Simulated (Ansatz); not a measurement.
# A computed series for Cu3N: pressure series

Consider Cu₃N (space group Pm-3m, No. 221; a = 3.721 Å).

Cell and atoms are relaxed at each pressure.

Calculations: LDA (Ansatz, a quantum-chemistry and plane-wave program), no spin-orbit coupling.

Notes on the quantities. enthalpy: H = E + PV relative to the base's energy.

```csv
case,enthalpy,shortest interatomic distance
base,–,1.860 Å
pressure −2 GPa,-0.16 eV/atom,1.869 Å
pressure −1 GPa,-0.08 eV/atom,…
pressure 0.9 GPa,+0.07 eV/atom,1.857 Å
pressure 2.1 GPa,+0.17 eV/atom,1.852 Å
pressure 4.5 GPa,+0.36 eV/atom,1.843 Å
pressure 9 GPa,+0.70 eV/atom,1.828 Å
pressure 15 GPa,+1.15 eV/atom,1.810 Å
pressure 22.5 GPa,+1.70 eV/atom,1.790 Å
pressure 30 GPa,+2.23 eV/atom,1.773 Å
```

Problem. What belongs in the blanks?

Solution. 
- pressure −1 GPa, shortest interatomic distance: 1.865 Å

Load acts through the strain it causes; cell and atoms are relaxed under it. Whether these cells are dynamically stable was not tested. No other phases were tried under pressure. The final runs are not spin-polarised.
